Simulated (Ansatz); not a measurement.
A self-consistent single point of Ca2W (Fd-3m, 6 atoms in the cell) with Ansatz (a first-principles code)

Method of the run: PBE (plane waves, PAW; Ansatz).

Input:

Ansatz 0.2 input:
```yaml
# Ca2W
crystal:
  lattice:
    - [0.000000, 4.874981, 4.874981]
    - [4.874981, 0.000000, 4.874981]
    - [4.874981, 4.874981, 0.000000]
  atoms:
    - { symbol: Ca, position: [0.125000, 0.125000, 0.125000] }
    - { symbol: Ca, position: [0.625000, 0.125000, 0.125000] }
    - { symbol: Ca, position: [0.125000, 0.625000, 0.125000] }
    - { symbol: Ca, position: [0.125000, 0.125000, 0.625000] }
    - { symbol: W, position: [0.750000, 0.750000, 0.750000] }
    - { symbol: W, position: [0.500000, 0.500000, 0.500000] }
basis:
  ecutwfc: 420.0
kpoints:
  mp_grid: { grid: [6, 6, 6] }
hamiltonian:
  xc: pbe
  pseudopotentials: { kind: paw }
scf:
  occupations: { method: cold, width: 0.272 }
output:
  forces: true
  eigenvalues: true
  stress: true
```

The program printed (abridged):

```
WARN ansatz: RAYON_NUM_THREADS=1 ignored (pool sized by the plan → 1); use --threads N
Pseudopotentials: kind: paw
Pseudopotential: Ca, paw, valence charge 10
Pseudopotential: W, paw, valence charge 14
Crystal: 6 atoms, lattice volume = 231.712 Å³
Basis set: ecut = 420 eV, 4573 PW (Γ), exchange–correlation on 96×96×96 points (8 copies of the dense FFT grid, shifted against one another)
Bands: 41, of which v1, the nominal top of the filled ones, is band 34 counted from 1 (33 counted from 0)
Symmetry: 48 space group operations
Space group: Fd-3m (ITA 227), of the structure as read, at distance tolerance 6.1e-5 Å
k-points: 16 of 216
Initial density: superposition of atomic densities (neutral atoms: chi_scale 0, normalization atom), corrected by the library's trained network
Initial wavefunctions: pseudopotential atomic-orbital guess
Eigensolver: davidson
Functional: x = pbe(κ = 0.804, μ = 0.2195149727645171), c = pbe(β = 0.06672455060314922)
SCF iter   1: F=—  HF=-28023.483064 eV  |F-HF|=—  |Δ(HF+E_count)|=         —  Δρ=8.41e-3  dr2=2.66e-1  ethr=1.77e-3  ⟨swp⟩=8.4  Hψ=3074  notcnv=0
all-band conjugate gradients solve this SCF's bands
preconditioner: auto → Kerker (q_TF=auto, 2.224 Å⁻¹)
SCF iter   2: F=—  HF=-28023.477651 eV  |F-HF|=—  |Δ(HF+E_count)|=   5.41e-3  S|Δr|=    0.00e0  Δρ=4.05e-3  dr2=2.36e-2  ethr=3.91e-4  ⟨swp⟩=1.1  Hψ=785  notcnv=0
SCF iter   3: F=—  HF=-28023.478319 eV  |F-HF|=—  |Δ(HF+E_count)|=   6.68e-4  S|Δr|=    0.00e0  Δρ=1.59e-3  dr2=4.21e-3  ethr=3.47e-5  ⟨swp⟩=1.8  Hψ=718  notcnv=0
SCF iter   4: F=—  HF=-28023.478762 eV  |F-HF|=—  |Δ(HF+E_count)|=   4.43e-4  S|Δr|=    0.00e0  Δρ=2.27e-4  dr2=1.75e-4  ethr=6.19e-6  ⟨swp⟩=1.8  Hψ=724  notcnv=0
SCF iter   5: F=—  HF=-28023.478829 eV  |F-HF|=—  |Δ(HF+E_count)|=   6.73e-5  S|Δr|=    0.00e0  Δρ=6.27e-5  dr2=1.04e-5  ethr=2.58e-7  ⟨swp⟩=2.1  Hψ=878  notcnv=0
SCF iter   6: F=—  HF=-28023.478647 eV  |F-HF|=—  |Δ(HF+E_count)|=   1.82e-4  S|Δr|=    0.00e0  Δρ=1.54e-5  dr2=7.37e-7  ethr=1.52e-8  ⟨swp⟩=2.1  Hψ=822  notcnv=0
SCF iter   7: F=-28023.478647 eV  HF=-28023.478647 eV  |F-HF|=4.87e-10  |Δ(HF+E_count)|=   1.89e-7  S|Δr|=    0.00e0  Δρ=2.21e-6  dr2=1.31e-8  ethr=1.47e-10  ⟨swp⟩=8.4  Hψ=2782  notcnv=0
SCF 1 converged in 7 iterations: F = -28023.478647 eV  dr2 = 1.31e-8
SCF converged after 7 iterations
Stability not checked (fill_not_monotonic)
Free energy (F): -28023.478647 eV
Harris-Foulkes:  -28023.478647 eV  (|F-HF|=4.87e-10)
Internal energy: -28023.408875 eV  (E = F + TS)
E sigma→0 (E₀):  -28023.455390 eV
Entropy (-TS):   -0.069773 eV (-11.629 meV/atom)
Fermi energy:    5.814379 eV
--- Per-component energies (eV) ---
  E_band       = -1261.024479
  E_kinetic    = 1976.948578
  E_local      = -5811.840110  (includes V_loc(G=0)·N_el)
  E_nonlocal   = 264.593854
  E_hartree    = 1975.156083
  E_xc         = -1060.360361
  E_vxc        = -1132.402067  (∫ρ·V_xc dr)
  E_paw        = -20558.796488  (= ΣΔE_a)
  E_vpaw       = -508.635788  (= ΣTr[D̂ρ^β])
  E_aug_tail   = -0.000151  (compensation charges beyond the density's cutoff)
  E_ewald      = -4809.110280
  E_smearing   = -0.069773  (= −TS)
  E_closure    = 0.000000  (closes the sum)
  Σ components = -28023.478647   (vs F -28023.478647, Δ=0.00e0)
--- Forces (eV/Å), atoms counted from 1 ---
  atom   1  Ca     0.00000000    -0.00000000    -0.00000000
   [... zero for the other atoms too ...]
  max |Σ_I F_I| component: 2.60e-18 eV/Å
--- Stress (GPa, compression-positive) ---
       -7.365414       0.000000      -0.000000
        0.000000      -7.365414      -0.000000
        0.000000       0.000000      -7.365414
  P = ⅓ Tr σ = -7.3654 GPa (-73.654 kbar)
  The stress holds the Pulay correction. Without it, at fixed plane waves, as pw.x and ABINIT print it: P = -7.3752 GPa
--- Band table (eV; the first three rows and the last of 16) ---
  k-point 0: bands = ["-68.4290", "-68.4289", "-35.9149", "-35.8691", "-35.8691", "-35.8691", "-32.5718", "-32.5718", "-32.5718", "-32.5688", "-32.5688", "-32.5688", "-17.2159", "-16.9828", "-16.9828", "-16.9828", "-16.9053", "-16.9053", "-16.7730", [...]
  k-point 1: bands = ["-68.4290", "-68.4289", "-35.9126", "-35.8714", "-35.8691", "-35.8691", "-32.5718", "-32.5718", "-32.5717", "-32.5689", "-32.5687", "-32.5687", "-17.1991", "-16.9799", "-16.9756", "-16.9756", "-16.9014", "-16.9014", "-16.7943", [...]
  k-point 2: bands = ["-68.4290", "-68.4289", "-35.9072", "-35.8769", "-35.8691", "-35.8691", "-32.5719", "-32.5719", "-32.5715", "-32.5690", "-32.5686", "-32.5686", "-17.1611", "-16.9682", "-16.9615", "-16.9615", "-16.8858", "-16.8858", "-16.8472", [...]
  k-point 15: bands = ["-68.4289", "-68.4289", "-35.8921", "-35.8921", "-35.8691", "-35.8691", "-32.5721", "-32.5721", "-32.5703", "-32.5703", "-32.5684", "-32.5684", "-17.0544", "-17.0544", "-16.9155", "-16.9155", "-16.8777", "-16.8777", [...]
```

The run converged in 7 iterations.

The starting cell was generated: these elements placed on a structure prototype, without a prior relaxation; it need not be a known phase or ordering of this composition. Spin-orbit coupling is off. Spin polarisation is off. With a pressure of about -7 GPa the cell is away from its equilibrium volume at this level. Ansatz's pressure includes its estimate of the finite-basis (Pulay) stress.
